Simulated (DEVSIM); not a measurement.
System: InP/In0.53Ga0.47As p-n heterojunction, at 300 K.

```
layer (left to right)        material  thickness (μm)  Nd (cm⁻³)  Na (cm⁻³)  τn (s)  τp (s)
---------------------  --------------  --------------  ---------  ---------  ------  ------
1                                 InP            1.90          -     1.3e16  1.9e-9  1.9e-9
2                      In0.53Ga0.47As            1.00     1.5e15          -  1.9e-9  1.9e-9
```

Left contact: ohmic. Right contact: ohmic. Voltage is applied to the left contact. Recombination: SRH at mid-gap, radiative, Auger. Mobility is μmin + (μ − μmin)/(1 + (N/Nref)^α).

This is a model device: material constants are rounded textbook-type values typed into the input, and sizes, dopings and lifetimes were drawn at random. Values at 300 K.

```
parameter          InP  In0.53Ga0.47As
-------------  -------  --------------
gap (eV)         1.344            0.74
affinity (eV)     4.38            4.51
permittivity      12.5            13.9
Nc (cm⁻³)       5.7e17          2.1e17
Nv (cm⁻³)       1.1e19          7.7e18
μn (cm²/Vs)       5200           12000
μp (cm²/Vs)        170             300
μn,min             400             300
μp,min              10              10
Nref,n            3e17          1.3e17
Nref,p          4.9e17          4.9e17
αn                0.47            0.48
αp                0.62             0.4
B (cm³/s)      1.2e-10         9.6e-11
Cn (cm⁶/s)       9e-31           5e-29
Cp (cm⁶/s)       9e-31           5e-29
```

Simulated with DEVSIM: 1D drift-diffusion, Boltzmann statistics, complete ionisation; no tunnelling, impact ionisation, image-force lowering or self-heating. Band offsets follow the typed affinities; no thermionic-emission limit at abrupt steps, no polarisation charge.

Question: Tabulate band edges, carrier densities and field at 0.7 V on the left contact.

Answer: Energies count from the Fermi level of the right contact; mesh points crowd at the junctions.

```tsv
x (μm)	Ec (eV)	Ev (eV)	n (cm⁻³)	p (cm⁻³)	field (V/cm)
0.000	0.470	-0.874	< 1e2	1.3e16	71
0.006496	0.470	-0.874	2.0e7	1.3e16	71
0.02284	0.470	-0.874	7.0e7	1.3e16	71
0.06009	0.470	-0.874	1.8e8	1.3e16	71
0.2059	0.471	-0.873	6.2e8	1.3e16	71
0.4897	0.473	-0.871	1.4e9	1.3e16	71
1.093	0.478	-0.866	2.9e9	1.3e16	71
1.655	0.481	-0.863	4.3e9	1.3e16	-53
1.798	0.463	-0.881	9.4e9	6.0e15	-4700
1.861	0.407	-0.937	8.2e10	6.2e14	-14000
1.886	0.367	-0.977	3.9e11	8.6e13	-18000
1.899	0.341	-1.003	1.0e12	3.2e12	-21000
1.904	0.202	-0.538	8.5e13	3.8e16	-16000
1.917	0.185	-0.555	1.6e14	2.0e16	-12000
1.965	0.149	-0.591	6.7e14	4.8e15	-4900
2.058	0.124	-0.616	1.8e15	1.7e15	-1300
2.292	0.117	-0.623	2.3e15	8.8e14	81
2.630	0.122	-0.618	1.9e15	4.1e14	190
2.820	0.126	-0.614	1.6e15	1.3e14	230
2.868	0.127	-0.613	1.5e15	5.2e13	240
2.889	0.127	-0.613	1.5e15	1.8e13	240
2.900	0.128	-0.612	1.5e15	4.0e8	240
```
